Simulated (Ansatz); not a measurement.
Base system: GaN in the zinc blende structure (space group F-43m, No. 216; a = 4.498 Å).

The other end (x = 1) is AlN in the zinc blende structure (space group F-43m, No. 216): 10.43 Å³/atom, gap 3.94 eV; this end may not be an ambient phase.

The values are results of r2SCAN (Ansatz, an electronic-structure program), no SOC, not measurements.

Al replaces a fraction x of Ga; each row is one arrangement (x, atoms in the cell, starting space group or random), fully relaxed.

One change was made to it. Results:

The volume per atom shrinks by 0.245 Å³ (11.37 Å³ → 11.13 Å³); the mean first-shell distances amounts to Ga–N 1.947 Å (end compound 1.948 Å), Al–N 1.894 Å (end compound 1.892 Å).

Task: Name the change that was made.
(A) x(Al) = 0.333, 6 atoms, Imm2
(B) x(Al) = 0.5, 8 atoms, R3m
(C) x(Al) = 0.25, 8 atoms, Pmm2
(D) x(Al) = 0.5, 8 atoms, Pmn2_1

Result: C, x(Al) = 0.25, 8 atoms, Pmm2. For comparison, the mean first-shell distances in the other runs: x(Al) = 0.333, 6 atoms, Imm2 gives Ga–N 1.949 Å (end compound 1.948 Å), Al–N 1.890 Å (end compound 1.892 Å); x(Al) = 0.5, 8 atoms, R3m gives Ga–N 1.937 Å (end compound 1.948 Å), Al–N 1.904 Å (end compound 1.892 Å); x(Al) = 0.5, 8 atoms, Pmn2_1 gives Ga–N 1.947 Å (end compound 1.948 Å), Al–N 1.893 Å (end compound 1.892 Å).

These are small ordered cells, not random alloys; other orderings at the same x differ. Stability against distortions was not tested. This is not the structure that GaN has at room temperature and ambient pressure. This is not the structure that AlN has at room temperature and ambient pressure.
